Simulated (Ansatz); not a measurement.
**What tensor shear ε_xy = +3.31 % does to SiC**

Take SiC in the zinc blende structure (space group F-43m, No. 216; a = 4.356 Å) as the base. Axes: x, y, z lie along the cube axes.

It is then changed as follows: tensor shear ε_xy = +3.31 % (engineering shear γ = 0.0662); the atoms relax in the strained cell.

The values are results of Ansatz (a program for electronic structure), r2SCAN, PAW, cutoff 500 eV, no SOC, not measurements. Γ-centred 13×13×13 mesh, Fermi–Dirac width 0.05 eV.

* **Volume per atom**: 10.32 Å³ (base 10.33 Å³)
* **Space group**: Imm2 (No. 44) (base F-43m (No. 216))
* **Shortest interatomic distance**: 1.860 Å (base 1.886 Å)
* **Energy relative to the base (free energy F)**: +37 meV/atom
* **Pressure (mean of the normal stresses, compression positive)**: 0.70 GPa (base 0.00 GPa)
* **Band gap**: 1.15 eV (base 1.71 eV)
* **Gap character**: indirect, Γ → X
* **Valence-band top at Γ (three highest levels, from the VBM)**: 0.00, -0.39, -0.65 eV (base 0.00, 0.00, 0.00 eV)
* **Valley order (the lowest conduction-band minima on the path, energy above the VBM, named in the base's zone)**: X along [001] 1.15 eV; X along [010] 1.35 eV (base X along ⟨100⟩ 1.71 eV)
* **Stress (xx, yy, zz, yz, xz, xy; compression positive)**: (1.06, 1.06, -0.03, 0.00, 0.00, -17.34) GPa

Stability against distortions was not tested. Labels are those of the standard path for the cell's own space group.
